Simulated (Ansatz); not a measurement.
NH3 on the 1x1 (111) surface of fcc Ni, ferromagnetic, one in a 2x2 cell, started at the site 'hollow Ni-Ni-Ni over Ni at depth 2.0 Å'

The numbers are results of PBE (plane waves to 420 eV, PAW; Ansatz, a program for electronic structure), not measurements.

Model: 20-atom slab, 6.0 Å thick at the start under the adsorbate (thin: gaps and levels are the slab's own), 7x7x1 mesh, Fermi-Dirac 0.1 eV, dipole correction, 8 atoms held, the rest relaxed; symmetry of the start imposed; spin-polarised, no spin-orbit, no U, no dispersion correction. At the end no host atom lies within bonding distance. In PBE this state lies 0.46 eV over the lowest of the starts that converged ('top Ni').

```yaml
adsorption energy against NH3(g): -0.023 eV
work_function_of_the_top_face: 2.77 eV
change_of_the_work_function: -2.30 eV
change_of_the_step_from_the_bottom_to_the_top_vacuum_level_against_the_clean_slab: -2.30 eV
energy_released_by_relaxation: 0.19 eV
height of the binding atom over the mean of the host atoms within 0.3 Å of the top one: 4.994 bohr
magnetic_moment_of_the_cell: 10.50 μB
nearest_host_atoms_of_the_binding_atom: Ni at 3.00 Å, Ni at 3.00 Å, Ni at 3.00 Å
largest_move_of_a_host_atom: 0.01 Å
cost: very roughly 28 core-minutes
```

A negative adsorption energy means that the adsorbate is more stable on the surface than in its reference.
